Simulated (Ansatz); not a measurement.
Start from MgTe in the zinc blende structure (space group F-43m, No. 216; a = 6.4384 Å). Axes: x, y, z lie along the cube axes.

Calculations: PBEsol in Ansatz (plane waves to 420 eV, PAW, no spin-orbit coupling), earlier PAW set.

Before the change:

| Quantity | Result |
|---|---|
| Valence-band top at Γ | 0.00, 0.00, 0.00 eV |

It is then changed as follows: tensile biaxial strain of 1.32 % in the plane normal to [001], as in epitaxy on a mismatched substrate; the out-of-plane cell vector and the atoms relax.

Problem. What happens to the valence-band top at Γ?

Solution. The valence-band top at Γ (three highest levels, from the VBM) goes from 0.00, 0.00, 0.00 eV to 0.00, -0.08, -0.08 eV.

Problem. Estimate the effect on the in-plane stress.

Solution. The mean in-plane stress (compression positive) comes out as -0.4 GPa.

Problem. What happens to the energy relative to the base?

Solution. The energy grows by 1.2 meV/atom.

Spin-orbit coupling, missing from the scalar runs, can matter with Te. The levels and masses belong to the bands next to the band gap. Stability against distortions was not tested.

Ansatz is a first-principles code.
